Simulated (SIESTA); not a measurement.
Checking a run of SIESTA on TiB₂ (P6/mmm, 3 atoms in the cell). The aim is a self-consistent single point with DFT, LDA PW92, numerical atomic orbitals TZP, PseudoDojo LDA standard norm-conserving potentials (rewritten from UPF to PSML).

The input file:

```
# files in the folder: Ti.psml B.psml (PseudoDojo LDA standard)
SystemName  tib2
SystemLabel tib2

NumberOfAtoms                3
NumberOfSpecies              2
%block ChemicalSpeciesLabel
  1 22 Ti
  2 5 B
%endblock ChemicalSpeciesLabel
LatticeConstant              1.0 Ang
%block LatticeVectors
     5.631833606    0.000000000    0.000000000
    -2.815916803    4.877311318    0.000000000
     0.000000000    0.000000000    6.009359312
%endblock LatticeVectors
AtomicCoordinatesFormat      ScaledCartesian
%block AtomicCoordinatesAndAtomicSpecies
     0.000000000    0.000000000    0.000000000  1
    -0.000002816    3.251542504    3.004679656  2
     2.815919619    1.625768814    3.004679656  2
%endblock AtomicCoordinatesAndAtomicSpecies

XC.functional                LDA
XC.authors                   PW92
PAO.BasisSize                TZP
PAO.EnergyShift              0.005 Ry
MeshCutoff                   350 Ry
%block kgrid.MonkhorstPack
    9   0   0  0.0
    0   9   0  0.0
    0   0   7  0.0
%endblock kgrid.MonkhorstPack
OccupationFunction           FD
ElectronicTemperature        580.23 K

MaxSCFIterations             150
SCF.Mixer.Method             Pulay
SCF.Mixer.Weight             0.2
SCF.Mixer.History            6
SCF.DM.Tolerance             1.0E-05
Diag.ParallelOverK           true
WriteForces                  true
```

Output, abridged:

```
reinit: Reading from file input.fdf

reinit: System Name: tib2
reinit: System Label: tib2

coor:   Atomic-coordinates input format  =     Cartesian coordinates
coor:                                          (in units of alat)

siesta: Atomic coordinates (Bohr) and species
   [... lines left out ...]
diag: Absolute tolerance                            =  0.100E-15
diag: Orthogonalization factor                      =  0.100E-05
diag: Memory factor                                 =  1.0000

superc: Internal auxiliary supercell:     5 x     5 x     3  =      75
superc: Number of atoms, orbitals, and projectors:    225   4425   2550

                        Single-point calculation

superc: Internal auxiliary supercell:     5 x     5 x     3  =      75
superc: Number of atoms, orbitals, and projectors:    225   4425   2550

outcell: Unit cell vectors (Ang):
        5.631834    0.000000    0.000000
       -2.815917    4.877311    0.000000
        0.000000    0.000000    6.009359

outcell: Cell vector modules (Ang)   :    5.631834    5.631834    6.009359
outcell: Cell angles (23,13,12) (deg):     90.0000     90.0000    120.0000
outcell: Cell volume (Ang**3)        :    165.0663
new_DM -- step:     1
Initializing Density Matrix...

Attempting to read DM from file... Failed...
DM filled with atomic data:

InitMesh: MESH = 60 x 60 x 72 = 259200
InitMesh: Mesh cutoff (required, used) =   350.000   396.744 Ry

stepf: Fermi-Dirac step function
        iscf     Eharris(eV)        E_KS(eV)     FreeEng(eV)     dDmax    Ef(eV) dHmax(eV)
   scf:    1    -1666.435717    -1726.550785    -1726.578344  0.790776 -3.636743 29.995014
   scf:    2    -1156.153284    -1598.216468    -1598.481534  1.018001 -7.164440 70.421622
   scf:    3    -1797.325498    -1754.628199    -1754.836512  1.305617 -4.049148  7.642405
   scf:    4    -1758.355145    -1757.327324    -1757.503028  0.113215 -3.977446  1.577057
   scf:    5    -1757.292778    -1757.310323    -1757.486669  0.001824 -3.980431  1.608595
   [... 9 lines left out ...]
   scf:   15    -1757.543884    -1757.544120    -1757.719806  0.001413 -4.269320  0.002489
   scf:   16    -1757.544101    -1757.544111    -1757.719806  0.000044 -4.269317  0.000266
   scf:   17    -1757.544116    -1757.544113    -1757.719806  0.000085 -4.269352  0.000027
   scf:   18    -1757.544113    -1757.544113    -1757.719806  0.000002 -4.269352  0.000027
SCF Convergence by DM+H criterion
max |DM_out - DM_in|         :     0.0000016044
max |H_out - H_in|      (eV) :     0.0000274823
SCF cycle converged after 18 iterations

Using DM_out to compute the final energy and forces

siesta: E_KS(eV) =            -1757.5441

siesta: E_KS - E_eggbox =     -1757.5441

siesta: Atomic forces (eV/Ang):
     1    0.000000   -0.000000   -0.000000
     2   -0.000010    0.000005    0.000000
     3    0.000010   -0.000005    0.000000
   Tot   -0.000000   -0.000000    0.000000
   Max    0.000010
   Res    0.000005    sqrt( Sum f_i^2 / 3N )
   Max    0.000010    constrained

Stress tensor Voigt[x,y,z,yz,xz,xy] (kbar):       74.11       74.11       63.22       -0.00        0.00        0.00
(Free)E + p*V (eV/cell)    -1764.9808
   [... lines left out ...]
siesta: FreeEng =     -1757.719806
   [... lines left out ...]
siesta:     0.000000    0.046253   -0.000000
siesta:     0.000000   -0.000000    0.039460

siesta: Cell volume =        165.066318 Ang**3

siesta: Pressure (static):
siesta:                Solid            Molecule  Units
siesta:          -0.00047910         -0.00047910  Ry/Bohr**3
siesta:          -0.04398857         -0.04398864  eV/Ang**3
siesta:         -70.47745587        -70.47757254  kBar
```

Task: Can these results be used? Check the input.

Result: The run is not sound. The fault is cell lengths in the wrong unit (bohr against Å). Bohr and ångström differ by a factor of 1.89; the cell that the program reads is then far too large or far too small. To fix it, give the lengths in the unit that the key or card expects. The run converged in 18 iterations without an error; against the sound input the free energy goes up by 7.04 eV/atom and the pressure goes from 1.22 to -7.05 GPa.

The sound input it was made from differs as follows (other fixes are possible):
```diff
-SystemName  tib2
+SystemName  TiB2
-LatticeConstant              1.0 Ang
+LatticeConstant              1.0 Bohr
```

With that input, the run converged in 11 iterations: free energy E − TS -1778.8510 eV; Fermi level (on the code's own zero) -8.32 eV; pressure 1.22 GPa (DFT, LDA PW92, numerical atomic orbitals TZP, PseudoDojo LDA standard norm-conserving potentials (rewritten from UPF to PSML)).

On the sound input: the starting cell comes from a database of computed structures (which also holds hypothetical and non-ambient phases and stackings), without a prior relaxation at this level. Its lattice was rescaled by a random factor within 2.5 % of one. Spin polarisation is off. Values carry the incompleteness of an atom-centred basis.
